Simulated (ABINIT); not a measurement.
# ABINIT run on AlCo (Pm-3m, 2 atoms in the cell): self-consistent single point

Level of theory: PBE, PAW (JTH v2.0 PBE PAW) (plane waves; ABINIT).

Input:

```
# AlCo, JTH v2.0 PBE PAW
pp_dirpath "./"
pseudos "Al.GGA_PBE-JTH.xml, Co.GGA_PBE-JTH.xml"
acell 3*1.0
rprim
         5.2820736464    0.0000000000    0.0000000000
         0.0000000000    5.2820736464    0.0000000000
         0.0000000000    0.0000000000    5.2820736464
natom 2
ntypat 2
znucl 13 27
typat 1 2
xred
         0.0000000000    0.0000000000    0.0000000000
         0.5000000000    0.5000000000    0.5000000000
ecut 60 Ry
pawecutdg 120 Ry
pawxcdev 0
ixc 11
occopt 7
tsmear 0.272 eV
nband 15
kptopt 1
ngkpt 9 9 9
nshiftk 1
shiftk 0 0 0
nstep 60
tolvrs 1.0e-12
prtwf 0
prtden 0
enunit 2
```

Log, with long lists cut:

```
 Symmetries : space group Pm -3 m (#221); Bravais cP (primitive cubic)

 -outvars: echo values of preprocessed input variables --------
            acell      1.0000000000E+00  1.0000000000E+00  1.0000000000E+00 Bohr
             ecut      3.00000000E+01 Hartree
           enunit           2
              ixc          11
         kptrlatt        9    0    0      0    9    0      0    0    9
          kptrlen      4.75386628E+01
            natom           2
            nband          15
            ngfft          30      30      30
          ngfftdg          40      40      40
             nkpt          35
            nstep          60
             nsym          48
           ntypat           2
           occopt           7
        pawecutdg      6.00000000E+01 Hartree
         pawxcdev           0
            rprim      5.2820736464E+00  0.0000000000E+00  0.0000000000E+00
                       0.0000000000E+00  5.2820736464E+00  0.0000000000E+00
                       0.0000000000E+00  0.0000000000E+00  5.2820736464E+00
          spgroup         221
           tolvrs      1.00000000E-12
           tsmear      9.99581651E-03 Hartree
            typat      1  2
           useylm           1
             xred      0.0000000000E+00  0.0000000000E+00  0.0000000000E+00
                       5.0000000000E-01  5.0000000000E-01  5.0000000000E-01
            znucl       13.00000   27.00000

== DATASET  1 ==================================================================

 Exchange-correlation functional for the present dataset will be:
  GGA: Perdew-Burke-Ernzerhof functional - ixc=11
 Citation for XC functional:
  J.P.Perdew, K.Burke, M.Ernzerhof, PRL 77, 3865 (1996)

 Real(R)+Recip(G) space primitive vectors, cartesian coordinates (Bohr,Bohr^-1):
 R(1)=  5.2820736  0.0000000  0.0000000  G(1)=  0.1893196  0.0000000  0.0000000
 R(2)=  0.0000000  5.2820736  0.0000000  G(2)=  0.0000000  0.1893196  0.0000000
 R(3)=  0.0000000  0.0000000  5.2820736  G(3)=  0.0000000  0.0000000  0.1893196
 Unit cell volume ucvol=  1.4737145E+02 bohr^3
 Angles (23,13,12)=  9.00000000E+01  9.00000000E+01  9.00000000E+01 degrees

 Coarse grid specifications (used for wave-functions):

 getcut: wavevector=  0.0000  0.0000  0.0000  ngfft=  30  30  30
         ecut(hartree)=     30.000   => boxcut(ratio)=   2.30352

 Fine grid specifications (used for densities):

 getcut: wavevector=  0.0000  0.0000  0.0000  ngfft=  40  40  40
         ecut(hartree)=     60.000   => boxcut(ratio)=   2.17177

   2.29367983E+02                                ecore*ucvol(ha*bohr**3)

_setup2: Arith. and geom. avg. npw (full set) are    1157.071    1157.050

--- !BeginCycle
solver: {iscf: 17, nstep: 60, nline: 4, wfoptalg: 10, }
tolerances: {tolvrs: 1.00E-12, }
...

     iter   Etot(hartree)      deltaE(h)  residm     nres2
 ETOT  1  -147.38377435209    -1.474E+02 6.437E+00 3.457E+01
 ETOT  2  -148.64954560049    -1.266E+00 9.656E-02 1.345E+02
 ETOT  3  -148.56102854674     8.852E-02 1.112E-01 1.381E+01
 ETOT  4  -148.55833623259     2.692E-03 3.996E-02 3.912E+00
 ETOT  5  -148.55681282881     1.523E-03 1.025E-02 2.097E+00
 ETOT  6  -148.55560742513     1.205E-03 1.652E-02 2.472E-02
   [... 11 lines left out ...]
 ETOT 18  -148.55566635074     7.842E-11 7.403E-05 4.477E-09
 ETOT 19  -148.55566635073     3.382E-12 1.496E-04 1.767E-11
 ETOT 20  -148.55566635073     8.527E-14 4.715E-05 2.541E-11
 ETOT 21  -148.55566635073     1.990E-13 1.040E-04 2.734E-12
 ETOT 22  -148.55566635073    -9.379E-13 2.929E-05 3.334E-13

 At SCF step   22       nres2   =  3.33E-13 < tolvrs=  1.00E-12 =>converged.

 Cartesian components of stress tensor (hartree/bohr^3)
  sigma(1 1)= -4.17871863E-04  sigma(3 2)=  0.00000000E+00
  sigma(2 2)= -4.17871863E-04  sigma(3 1)=  0.00000000E+00
  sigma(3 3)= -4.17871863E-04  sigma(2 1)=  0.00000000E+00

 ----iterations are completed or convergence reached----

 reduced coordinates (array xred) for    2 atoms
       0.000000000000      0.000000000000      0.000000000000
       0.500000000000      0.500000000000      0.500000000000
 cartesian forces (eV/Angstrom) at end:
    1     -0.00000000000000    -0.00000000000000    -0.00000000000000
    2     -0.00000000000000    -0.00000000000000    -0.00000000000000
 frms,max,avg= 0.0000000E+00 0.0000000E+00   0.000E+00  0.000E+00  0.000E+00 e/A
 length scales=  1.000000000000  1.000000000000  1.000000000000 bohr
              =  0.529177208590  0.529177208590  0.529177208590 angstroms
 Fermi (or HOMO) energy (hartree) =   0.51068   Average Vxc (hartree)=  -0.44160
 Eigenvalues (hartree) for nkpt=  35  k points:
 kpt#   1, nband= 15, wtk=  0.00137, kpt=  0.0000  0.0000  0.0000 (reduced coord)
  -2.97305   -1.62394   -1.62394   -1.62394    0.08918    0.39326    0.39326    0.47912
   0.47912    0.47912    0.74159    0.74159    0.74159    0.84227    0.84227
      occupation numbers for kpt#   1
   2.00000    2.00000    2.00000    2.00000    2.00000    2.00000    2.00000    1.99999
   1.99999    1.99999    0.00000    0.00000    0.00000    0.00000    0.00000
 prteigrs : prtvol=0 or 1, do not print more k-points.

 Fermi (or HOMO) energy (eV) =  13.89630   Average Vxc (eV)= -12.01667
 Eigenvalues (   eV  ) for nkpt=  35  k points:
 kpt#   1, nband= 15, wtk=  0.00137, kpt=  0.0000  0.0000  0.0000 (reduced coord)
 -80.90083  -44.18966  -44.18966  -44.18966    2.42682   10.70128   10.70128   13.03744
  13.03744   13.03744   20.17956   20.17956   20.17956   22.91930   22.91930
 prteigrs : prtvol=0 or 1, do not print more k-points.

--- !EnergyTerms
comment             : Components of total free energy in Hartree
kinetic             :  1.30102195961957E+01
hartree             :  4.77740600523274E+01
xc                  : -4.34600081728625E+00
Ewald energy        : -8.77791734748043E+01
psp_core            :  1.55639361157127E+00
local_psp           : -1.44982177738757E+02
spherical_terms     :  2.62119224531749E+01
internal            : -1.48554756317578E+02
'-kT*entropy'       : -9.10176641597200E-04
total_energy        : -1.48555666494220E+02
total_energy_eV     : -4.04240526555236E+03
...

-Cartesian components of stress tensor (GPa)         [Pressure=  1.2294E+01 GPa]
- sigma(1 1)= -1.22942126E+01  sigma(3 2)=  0.00000000E+00
- sigma(2 2)= -1.22942126E+01  sigma(3 1)=  0.00000000E+00
- sigma(3 3)= -1.22942126E+01  sigma(2 1)=  0.00000000E+00

 Calculation completed.
```

The run converged in 22 iterations.

The starting cell comes from a database of computed structures (which also holds hypothetical and non-ambient phases and stackings), without a prior relaxation at this level. Its lattice was rescaled by a random factor within 2.5 % of one. Spin polarisation is off. With a pressure of about 12 GPa the cell is away from its equilibrium volume at this level.

Cost on one core of a shared machine: roughly 60 s.
